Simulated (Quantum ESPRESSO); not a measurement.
Equation of state of hcp Os (space group 194): energy against volume (Quantum ESPRESSO, LDA)

```xyz
2
Lattice="2.6238 0.0000 0.0000 -1.3119 2.2723 0.0000 0.0000 0.0000 4.1520" Properties=species:S:1:pos:R:3 pbc="T T T"
Os     1.3119     0.7574     3.1140
Os     0.0000     1.5149     1.0380
```

Method: LDA (PZ), GBRV 1.5 ultrasoft (LDA) pseudopotentials (plane waves; Quantum ESPRESSO). Settings: ecutwfc = 52 Ry; ecutrho = 416 Ry; occupations = smearing; smearing = fermi-dirac; degauss = 0.0036749 Ry; potentials = {Os: os_lda_v1.2.uspp.F.UPF}; K_POINTS = automatic 25 25 14 0 0 0; conv_thr = 1e-10 Ry. The cell above is the first row's. The rows scale it uniformly. In all rows fractional positions and the k mesh are held. E is the free energy at the stated smearing, counted from the lowest row.

| V (Å^3/atom) | E (meV/atom) |
|---|---|
| 12.377 | 218.24 |
| 12.646 | 133.13 |
| 12.915 | 71.07 |
| 13.184 | 29.63 |
| 13.454 | 6.58 |
| 13.723 | 0.00 |
| 13.992 | 8.17 |
| 14.261 | 29.48 |
| 14.530 | ? |

Taking the third-order Birch-Murnaghan form, a cubic in V^(-2/3) for E over the 8 complete rows: With u = V^(-2/3) - 0.178, the rows have u = 0.008892, 0.006232, 0.003665, 0.001185, -0.001220, -0.003538, -0.005781, -0.007954. Least squares gives E = 16.173 + 9646.05·u + 1445596·u² + 2839557·u³. Residuals (row less fit): -0.002, 0.012, -0.013, -0.008, 0.029, -0.015, -0.002, 0.003; standard error 0.019 (degrees of freedom: 4). Its minimum lies at u = -0.003370, so V0 = (0.174630)^(-3/2) = 13.70. There d²E/du² = 2834000 and d³E/du³ = 1.704e7, so B0 = (4/9) × 13.70^(-7/3) × 2834000 × 0.160218 = 449 GPa (the last factor turns the table's units into GPa), and B0' = 4 + (2/3) × 0.174630 × (1.704e7)/2834000 = 4.7. The program's pressures in the fitted runs (not shown) pass through zero at V = 13.69, 0.07 % from this V0.

Estimate the missing E (V = 14.530); what did the run itself give?

u = -0.010059, so E = 16.173 + 9646.05 × (-0.010059) + 1445596 × (-0.010059)² + 2839557 × (-0.010059)³ = 62.524 meV/atom. The calculation gives 62.50 meV/atom, 0.024 meV/atom below the prediction (under 0.05 % of the range of E in the table). The row lies outside the fitted rows, so this is an extrapolation. From the scatter of the fitted rows alone, a prediction at this place has a standard error of 0.046 meV/atom, so the miss is 0.5 times that.

Carrying the step between the two nearest rows on in a straight line would have given 50.79, off by 11.71; series whose last step already gives the withheld value aren't shown. The scan was laid around a cell of about the measured size, scaled by a guess for this functional; axis ratios and inner coordinates come from that cell. The runs keep the symmetry of the cell, so they don't test it for distortions. Spin polarisation is off. Spin-orbit coupling is off. The shape of the cell and the inner coordinates aren't relaxed, so V0 and B0 belong to this uniform scaling; a relaxed crystal lies no higher in energy and is usually softer. Cutoffs and mesh are single choices, not tested for convergence of this quantity. Series with a scatter that would blur these digits, or in which a gap closes, are not shown. Nor are scans whose minimum lies at an end fitted in this form.
